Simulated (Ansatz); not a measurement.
We consider C (model structure, Fd-3m, No. 227, 2 atoms in the cell), described by r²SCAN (Ansatz, a quantum-chemistry and plane-wave program, PAW).

Run with plane-wave cutoff 560 eV, 34×34×34 k mesh, Fermi–Dirac smearing 0.05 eV, scalar-relativistic PAW data made under PBE.

Cell (relaxed at this level):

```yaml
crystal:
  lattice:
    - [-1.25870, 1.25870, 1.78007]
    - [1.25870, -1.25870, 1.78007]
    - [1.25870, 1.25870, -1.78007]
  atoms:
    - { symbol: C, position: [0.00000, 0.00000, 0.00000] }
    - { symbol: C, position: [0.75000, 0.25000, 0.50000] }
```

**Question.** Predict the band gap and smallest direct gap on the k points sampled.

**Answer.** 
band gap: 4.36 eV (indirect)
smallest direct gap on the k points sampled: 5.90 eV

Computed values are for the static lattice.

The result took about 14 core-seconds (a rough figure).

A model structure was made by putting elements into a prototype or built by hand; here it ended with the formula and space group of a phase in our tables.
